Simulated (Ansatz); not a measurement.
## OH on the 1x1 (0001) surface of corundum (cut with top plane Al), one in a 1x1 cell, started at the site 'top O'

Host crystal: corundum, with a band gap (PBE, scalar-relativistic without spin-orbit coupling).

These are r2SCAN, at the PBE geometry and the start's symmetry (plane waves to 500 eV, PAW; Ansatz, a first-principles code) values and carry that method's errors.

Set-up: 22 atoms, 6.7 Å thick at the start under the adsorbate (thin: gaps and levels are the slab's own); mesh 6x6x1; 0.01 eV smearing; dipole correction on; single point; no symmetry held, on the structure that PBE left; spin-polarised, ending with about 1.0 μB a cell, a value that depends on the mesh; orders that need a larger cell were not tried, no spin-orbit, no U, no dispersion correction. The slab shows no gap over 0.04 eV on its mesh. The program's check for a lower electronic state was not made. At the end it is bonded to Al. In PBE it is, or lies within 0.03 eV of, the lowest of the starts that converged; the order may differ at this level.

```json
{
  "adsorption energy against H2O(g) − ½ H2(g) at the same level": "988 meV",
  "work_function_of_the_top_face": "7.46 eV",
  "change_of_the_step_from_the_bottom_to_the_top_vacuum_level_against_the_clean_slab": "0.85 eV",
  "height of the binding atom over the mean of the host atoms within 0.3 Å of the top one": "1.741 Å",
  "nearest_host_atoms_of_the_binding_atom": "Al at 1.74 Å, O at 2.93 Å, O at 2.93 Å",
  "caution": "the clean host was not checked against rearrangement in a larger or rattled cell",
  "note": "in the relaxation the adsorbate left its starting site by 1.7 Å",
  "cost": "around 11 core-minutes (rough)"
}
```

A negative adsorption energy means that the adsorbate is more stable on the surface than in its reference.
